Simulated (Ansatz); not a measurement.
Base system: NaI in the rock salt structure (space group Fm-3m, No. 225; a = 6.528 Å).

The values are results of PBE (Ansatz, a program for electronic structure; PAW; 420 eV plane waves; spin-orbit coupling left out), not measurements.

Before the change:

The hole mass is 0.39, 1.7, 1.7 mₑ (at Γ) and the band gap is 3.58 eV.

The change: a hydrostatic pressure of 3 GPa.

### Question
How does this affect the hole mass and band gap?

### Answer
The hole mass (degenerate bands, along [100]) becomes 0.34, 1.4, 1.4 mₑ (at Γ) (base: 0.39, 1.7, 1.7 mₑ (at Γ)); the band gap grows by 0.41 eV to 3.99 eV.

With I present, leaving out spin-orbit coupling can change the band edges. Load acts through the strain it causes; cell and atoms are relaxed under it. Masses are band curvatures over ±0.01 Å⁻¹ around the edge. Whether these cells are dynamically stable was not tested.
